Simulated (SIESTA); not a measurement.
A self-consistent single point of TiOs (Pm-3m, 2 atoms in the cell) with SIESTA.

Method: GGA PBEsol, numerical atomic orbitals DZP, PseudoDojo PBEsol standard norm-conserving potentials (rewritten from UPF to PSML) (SIESTA 5.4.2).

The change in words: lattice scaled by 0.98. Reference geometry:
```yaml
crystal:
  lattice:
    - [3.08463, 0.00000, 0.00000]
    - [0.00000, 3.08463, 0.00000]
    - [0.00000, 0.00000, 3.08463]
  atoms:
    - { symbol: Ti, position: [0.50000, 0.50000, 0.50000] }
    - { symbol: Os, position: [0.00000, 0.00000, 0.00000] }
```

Reference input (self-consistent single point, DFT, GGA PBEsol, numerical atomic orbitals DZP, PseudoDojo PBEsol standard norm-conserving potentials (rewritten from UPF to PSML)): XC.functional = GGA; XC.authors = PBEsol; potentials = PseudoDojo PBEsol standard; PAO.BasisSize = DZP; PAO.EnergyShift = 0.01 Ry; MeshCutoff = 300 Ry; kgrid.MonkhorstPack = 14 14 14; OccupationFunction = MP; OccupationMPOrder = 0; ElectronicTemperature = 100 meV; MaxSCFIterations = 150; SCF.Mixer.Method = Pulay. This run's input differs from it in these lines:

```diff
@@ -12,5 +12,5 @@
 %block LatticeVectors
-     3.084630000    0.000000000    0.000000000
-     0.000000000    3.084630000    0.000000000
-     0.000000000    0.000000000    3.084630000
+     3.022937000    0.000000000    0.000000000
+     0.000000000    3.022937000    0.000000000
+     0.000000000    0.000000000    3.022937000
 %endblock LatticeVectors
@@ -18,3 +18,3 @@
 %block AtomicCoordinatesAndAtomicSpecies
-     1.542315000    1.542315000    1.542315000  1
+     1.511468500    1.511468500    1.511468500  1
      0.000000000    0.000000000    0.000000000  2
```

The program printed (abridged):

```
        iscf     Eharris(eV)        E_KS(eV)     FreeEng(eV)     dDmax    Ef(eV) dHmax(eV)
   scf:    1    -4338.726993    -4362.975922    -4362.978607  1.477786 -3.988147 10.841527
   scf:    2    -4365.470319    -4365.483315    -4365.484466  0.258588 -4.323176  5.160773
   scf:    3    -4366.302070    -4365.975078    -4365.976662  0.096820 -4.516333  2.692653
   scf:    4    -4366.484540    -4366.317339    -4366.319941  0.155399 -4.897810  0.293062
   scf:    5    -4366.289282    -4366.312615    -4366.314800  0.021153 -4.866437  0.466838
   scf:    6    -4366.317104    -4366.320475    -4366.322865  0.013638 -4.894875  0.093141
   scf:    7    -4366.317475    -4366.320205    -4366.322488  0.004913 -4.890271  0.138867
   scf:    8    -4366.321139    -4366.321060    -4366.323404  0.003087 -4.894810  0.001196
   scf:    9    -4366.321061    -4366.321061    -4366.323404  0.000033 -4.894777  0.002688
   scf:   10    -4366.321059    -4366.321060    -4366.323405  0.000064 -4.894937  0.000089
mix: Pulay -- inversion failed, > SVD [rank/size] 4 / 7
   scf:   11    -4366.321060    -4366.321060    -4366.323405  0.000002 -4.894943  0.000002
SCF Convergence by DM+H criterion
max |DM_out - DM_in|         :     0.0000023813
max |H_out - H_in|      (eV) :     0.0000019248
SCF cycle converged after 11 iterations

Using DM_out to compute the final energy and forces

siesta: E_KS(eV) =            -4366.3211

siesta: E_KS - E_eggbox =     -4366.3211

siesta: Atomic forces (eV/Ang):
     1   -0.000000    0.000000    0.000000
     2   -0.000000    0.000000   -0.000000
   Tot   -0.000000    0.000000    0.000000
   Max    0.000000
   Res    0.000000    sqrt( Sum f_i^2 / 3N )
   Max    0.000000    constrained

Stress tensor Voigt[x,y,z,yz,xz,xy] (kbar):      -95.13      -95.13      -95.13        0.00       -0.00        0.00
(Free)E + p*V (eV/cell)    -4364.6832
Target enthalpy (eV/cell)    -4366.3234

siesta: Program's energy decomposition (eV):
siesta: FreeEng =     -4366.323405

   [... lines left out ...]
siesta: Cell volume =         27.624046 Ang**3
siesta:          95.13050757         95.13050757  kBar
   [... lines left out ...]
               5dz2    5dxz    5dx2-y2
   2 15.956   1.834   0.704  -0.063   1.962   1.962   1.962   0.342   0.342
              0.342   1.587   1.587   1.113   1.587   1.113  -0.106  -0.106

             -0.049  -0.106  -0.049

mulliken: Qtot =       28.000

Mulliken Atomic Populations:
Atom #   charge [q] valence [e]  Species
     1    -0.043950   12.043950  Ti
     2     0.043950   15.956050  Os
 Total    -0.000000
```

The run converged in 11 iterations. Against the reference run the free energy goes up by 2.1 meV/atom and the pressure goes from -7.66 to 9.51 GPa.

The starting cell comes from a database of computed structures (which also holds hypothetical and non-ambient phases and stackings), without a prior relaxation at this level. For this run, on top of that: lattice scaled by 0.98. Spin polarisation is off. Values carry the incompleteness of an atom-centred basis. With a pressure of about 10 GPa the cell is away from its equilibrium volume at this level.

Cost on one core of a shared machine: roughly 2 min.
